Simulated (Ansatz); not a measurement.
fcc Pb (0 0 1) on alpha cristobalite (0 0 1) (film strained to the substrate, started from cuts of the bulks and a machine-learned relaxation; slabs Si7O16 and Pb8, which can lie off the formulas)

A periodic stack without vacuum, fcc Pb (0 0 1) on alpha cristobalite (0 0 1) (film strained to the substrate, started from cuts of the bulks and a machine-learned relaxation; slabs Si7O16 and Pb8, which can lie off the formulas): substrate slab Si7O16, film Pb8, surface cells [[0, 1], [-1, 0]] and [[0, -1], [2, 1]], film strained by +0.9 and +0.9 %, outermost planes O/O and Pb/Pb as cut, which need not be the usual terminations and can put a slab off its formula.

The start was prepared with a machine-learned potential, and the result is one local minimum, with the in-plane cell held and forces under 0.04 eV/Å; the film can end far from its bulk form.

The numbers are results of PBE (plane waves to 420 eV, PAW; Ansatz, a first-principles code), not measurements. No spin–orbit coupling; the runs are not spin-polarised. Its k-point mesh 6×6×1, Fermi–Dirac width 0.05 eV.

| Property | Result |
|---|---|
| interface area | 25.8 Å² |
| period | 23.60 Å |
| heights between the nearest atoms of the two slabs at the two interfaces | 0.31 and 0.66 Å |
| O–Pb contacts across the interfaces within 1.22 times the sum of covalent radii | 6, mean 2.31 Å |
| hole barrier (PBE, at the middle of a substrate layer that carries a field) | 2.32 eV |
| electron barrier (PBE, at the middle of a substrate layer that carries a field) | 3.19 eV |
| slope of the mean potential energy in the substrate | -6.1 MV/cm × e |

```xyz
31
Lattice="5.0832 0.0002 -0.0040 -0.0004 5.0825 -0.0776 0.8186 -0.3596 23.6122" Properties=species:S:1:pos:R:3 pbc="T T T"
Si     1.3463     0.9443     5.4217
Si     4.5419     3.8515     1.9009
Si     3.8833     1.3586     3.6219
Si     1.7112     3.5098     7.1763
O      1.7360     1.9906     6.6065
O      2.4096     1.0174     4.2043
O      3.8787     2.8665     3.0196
O      4.9452     1.2613     4.8498
O      1.0536     3.6196     1.7345
O      1.3242     4.5291     5.9787
O      3.8701     3.6171     0.3915
O      4.2308     0.3253     2.4098
Si     1.2848     0.7791    12.5079
Si     4.2569     3.9515     8.9616
Si     3.8426     1.4386    10.7803
O      1.6413     1.6047    13.8934
O      2.3574     1.0833    11.3181
O      3.8361     2.9342    10.1594
O      4.8890     1.4252    12.0574
O      0.6493     3.5868     8.4072
O      1.1745     4.2826    12.7140
O      3.1857     3.8875     7.7474
O      4.3149     0.3771     9.6519
Pb    -0.1031     0.0706    17.9086
Pb     2.4802     2.7172    17.9655
Pb     2.3826     0.2380    15.7995
Pb     0.0101     3.1773    14.1807
Pb    -0.0648     0.1201    22.5826
Pb     2.5254     2.7377    23.3553
Pb     2.4890     0.1419    20.3827
Pb    -0.0268     2.6541    20.1951
```
